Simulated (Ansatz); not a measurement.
Cell and atoms of amorphous Si₃₀N₄₁Sc:

```xyz
72
Lattice="9.5886 -0.0079 -0.2254 -0.0079 9.1000 0.2134 -0.2254 0.2134 9.3631" Properties=species:S:1:pos:R:3 pbc="T T T"
Si     1.6921     2.2057     3.8771
Si     7.8350     3.5911     7.4963
Si     4.7991     6.2870     7.6056
Si     6.5739     0.8089     1.9080
Si     8.5764     5.3579     2.0261
Si     3.1038     9.1140     8.6596
Si     8.0783     6.4726     8.5255
Si     0.9378     7.1609     7.2448
Si     0.7960     4.4384     8.8471
Si     6.2394     0.9691     5.9203
Si     5.0049     7.2210     4.8153
Si     9.0782     2.0904     5.3845
Si     1.1216     9.0856     1.5807
Si     3.9345     4.6875     0.3976
Si     9.3665     2.5099     1.1570
Si     4.4219     2.8692     2.6330
Si     3.2315     7.0721     2.1648
Si     7.6453     5.6781     4.7488
Si     5.8602     8.3467     8.6387
Si     9.2643     0.2393     3.3059
Si     6.2488     3.2858     5.0157
Si     5.6861     5.3293     2.7003
Si     1.6797     9.0047     5.7664
Si     4.2007     0.2824     3.8673
Si     6.5869     3.4321     0.7523
Si     8.5511     0.4113     7.7957
Si     1.7822     4.4588     2.2021
Si     0.8827     6.7595     3.9294
Si     8.1211     8.1998     1.3103
Si     4.7810     2.8191     7.8223
N      6.2935     6.3799     3.9864
N      8.6668     6.6363     0.8765
N      4.2565     7.8307     8.3460
N      1.3185     5.4918     7.4822
N      1.3962     7.2495     5.5002
N      1.8400     8.7338     7.4704
N      6.4041     6.6813     8.2133
N      5.3067     3.9196     3.7105
N      8.6527     4.8569     8.3698
N      5.2521     2.4617     6.1550
N      0.6624     8.1535     2.9957
N      3.8651     1.5179     8.3552
N      2.7411     3.1708     2.9161
N      2.6932     0.8911     4.5096
N      2.6031     8.3750     1.0032
N      6.8397     0.2907     7.3940
N      7.3463     1.9185     4.8011
N      6.3856     3.3645     8.4082
N      2.2553     4.8173     0.5912
N      7.5559     2.1953     1.4360
N      4.8631     3.3717     1.0596
N      4.0778     4.6916     8.0493
N      4.3405     6.1901     5.9677
N      0.6227     1.4445     2.5470
N      0.0927     4.0899     2.1636
N      2.0742     5.9445     3.0225
N      8.7319     2.0950     7.0803
N      7.3771     4.4238     5.8502
N      0.8120     3.0771     5.0507
N      8.9766     7.6843     7.5903
N      6.9998     4.8088     1.7412
N      5.0295     1.2565     2.7104
N      8.9424     5.9150     3.7177
N      4.4369     5.9218     1.6069
N      0.8160     2.6342     0.0572
N      6.4892     8.6487     0.8616
N      0.0464     0.4790     5.1808
N      9.2564     0.1204     0.1483
N      7.7564     8.8943     2.8990
N      3.9645     7.7847     3.5335
N      5.3100     8.8680     5.3174
Sc     2.6052     5.0068     6.0538
```

Method: PBE, scalar-relativistic without spin-orbit coupling (plane waves to 420 eV, PAW; Ansatz, a program for electronic structure).

The cell was made by melting and quenching with the CHGNet potential and then relaxed with DFT. N atoms were pushed apart under 1.9 Å during the dynamics, to hinder bonds among them. The hot cell started wider than the set density and was brought back towards it in steps. It is the lowest in DFT energy of 2 quenches. It is a model cell: composition and starting density were chosen by hand, and all elements were melted together. No dispersion term was used. Its density started from a set value of 2.98 and ended at 2.97 g/cm³. The quench (nominally 380 K/ps over its main leg) was far faster than any real one, so the model tends to hold more defects than a real film. One small periodic cell is one sample of the glass; other quenches scatter about these values. Volume and shape were free in the relaxation. On a 2×2×2 Γ-centred mesh force components of up to 0.14 eV/Å stay, since the relaxation ran on the zone centre alone.

Neighbours within Si-Si 2.60 Å, Si-N 2.12 Å, Si-Sc 2.93 Å, N-N 1.70 Å, N-Sc 2.65 Å, Sc-Sc 3.41 Å count as bonded. Two cations that share two anions don't count as bonded, nor two that share one unless they lie closer than Si-Si 2.38 Å, Si-Sc 2.85 Å, Sc-Sc 3.32 Å.

Question: Give the coordination numbers, mean bond lengths and angles.

Answer: 
- Mean coordination of Si by anions = 3.97 (1 with 3, 29 with 4)
- Mean coordination of N = 3.00 (3 with 2, 35 with 3, 3 with 4)
- Mean coordination of Sc by anions = 4.00 (1 with 4)
- Mean Si-N bond = 1.760 Å (spread 0.058 Å, 119 counted)
- Mean N-Sc bond = 2.298 Å (spread 0.262 Å, 4 counted)
- Bond angle at Si = mean 109.4°, spread 11.7°
- Bond angle at N = mean 116.7°, spread 15.7°
- Bond angle at Sc = mean 89.9°, spread 21.7°

Question: Which atoms depart from the most common coordination of their element?

Answer: Si18 has 3 (N63 1.67 Å, N58 1.69 Å, N31 1.70 Å); N35 has 4 (Si28 1.72 Å, Si23 1.80 Å, Si8 1.81 Å, Sc72 2.61 Å); N42 has 2 (Si30 1.68 Å, Si6 1.68 Å); N52 has 4 (Si14 1.76 Å, Si3 1.81 Å, Si30 2.01 Å, Sc72 2.50 Å); N54 has 4 (Si15 1.79 Å, Si20 1.82 Å, Si1 1.87 Å, Si13 1.94 Å); N59 has 2 (Si1 1.71 Å, Si12 1.74 Å); N65 has 2 (Si15 1.69 Å, Si9 1.70 Å).

Question: List the pairs of like atoms that count as bonded by the rules above.

Answer: There are none by these rules.
